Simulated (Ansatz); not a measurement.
Worked example: self-consistent single point of ZrBeB (P-6m2, 3 atoms in the cell) in Ansatz (a program for electronic structure).

Method: PBEsol, PAW files made with PBE (plane waves; Ansatz).

The change in words: lattice scaled by 0.98. Reference geometry:
```yaml
crystal:
  lattice:
    - [3.41327, 0.00000, 0.00000]
    - [-1.70663, 2.95598, 0.00000]
    - [0.00000, 0.00000, 3.49602]
  atoms:
    - { symbol: Zr, position: [0.00000, 0.00000, 0.00000] }
    - { symbol: Be, position: [0.33333, 0.66667, 0.50000] }
    - { symbol: B, position: [0.66667, 0.33333, 0.50000] }
```

Reference input (self-consistent single point, DFT, PBEsol, plane waves, PAW files made with PBE): basis.ecutwfc = 420 eV; kpoints.mp_grid.grid = 11 11 9; hamiltonian.xc = pbesol; hamiltonian.pseudopotentials = {kind: paw} (the program's default PAW files); scf.occupations.method = gaussian; scf.occupations.width = 0.1 eV. This run's input differs from it in these lines:

```diff
@@ -2,5 +2,5 @@
   lattice:
-    - [3.413270, 0.000000, 0.000000]
-    - [-1.706635, 2.955979, 0.000000]
-    - [0.000000, 0.000000, 3.496020]
+    - [3.345005, 0.000000, 0.000000]
+    - [-1.672502, 2.896859, 0.000000]
+    - [0.000000, 0.000000, 3.426100]
   atoms:
```

Output (repeated stretches shortened):

```
SCF iter   1: F=—  HF=-4374.373281 eV  |F-HF|=—  |Δ(HF+E_count)|=         —  Δρ=6.55e-2  dr2=3.10e0  ethr=3.10e-3  ⟨swp⟩=5.3  Hψ=5856  notcnv=0
all-band conjugate gradients solve this SCF's bands
preconditioner: auto → none
SCF iter   2: F=—  HF=-4373.927051 eV  |F-HF|=—  |Δ(HF+E_count)|=   4.46e-1  Δρ=4.70e-2  dr2=1.61e0  ethr=3.10e-3  ⟨swp⟩=2.0  Hψ=1961  notcnv=0  defer=27
   [... lines left out ...]
SCF iter   4: F=—  HF=-4373.492088 eV  |F-HF|=—  |Δ(HF+E_count)|=   2.01e-3  Δρ=1.58e-3  dr2=6.69e-4  ethr=6.59e-5  ⟨swp⟩=2.6  Hψ=2090  notcnv=0  defer=25
SCF iter   5: F=—  HF=-4373.492003 eV  |F-HF|=—  |Δ(HF+E_count)|=   8.54e-5  Δρ=3.52e-4  dr2=6.73e-5  ethr=3.93e-6  ⟨swp⟩=2.7  Hψ=1620  notcnv=0  defer=25
SCF iter   6: F=—  HF=-4373.491988 eV  |F-HF|=—  |Δ(HF+E_count)|=   1.50e-5  Δρ=4.41e-5  dr2=5.57e-7  ethr=3.96e-7  ⟨swp⟩=2.4  Hψ=1332  notcnv=0  defer=25
SCF iter   7: F=-4373.491988 eV  HF=-4373.491988 eV  |F-HF|=3.34e-10  |Δ(HF+E_count)|=   9.43e-9  Δρ=6.70e-6  dr2=7.21e-9  ethr=5.88e-10  ⟨swp⟩=6.6  Hψ=4959  notcnv=0
SCF 1 converged in 7 iterations: F = -4373.491988 eV  dr2 = 7.21e-9
Free energy (F): -4373.491988 eV
Internal energy: -4373.484537 eV  (E = F + TS)
E sigma→0 (E₀):  -4373.488262 eV
Entropy (-TS):   -0.007451 eV (-2.484 meV/atom)
Fermi energy:    12.742440 eV
--- Forces (eV/Å), atoms counted from 1 ---
  atom   1  Zr    -0.00000000     0.00000000     0.00000000
   [... zero for the other atoms too ...]
--- Stress (GPa, compression-positive) ---
        7.866444       0.000000       0.000000
        0.000000       7.866444       0.000000
        0.000000       0.000000       6.089216
  P = ⅓ Tr σ = 7.2740 GPa (72.740 kbar)
  The stress holds the Pulay correction. Without it, at fixed plane waves, as pw.x and ABINIT print it: P = 7.2294 GPa
```

The run converged in 7 iterations. Against the reference run the free energy goes up by 5.9 meV/atom and the pressure goes from -4.01 to 7.27 GPa.

The starting cell comes from a database of computed structures (which also holds hypothetical and non-ambient phases and stackings), without a prior relaxation at this level. For this run, on top of that: lattice scaled by 0.98. With a pressure of about 7 GPa the cell is away from its equilibrium volume at this level. Ansatz's pressure includes its estimate of the finite-basis (Pulay) stress.

Keys are those of Ansatz 0.2.
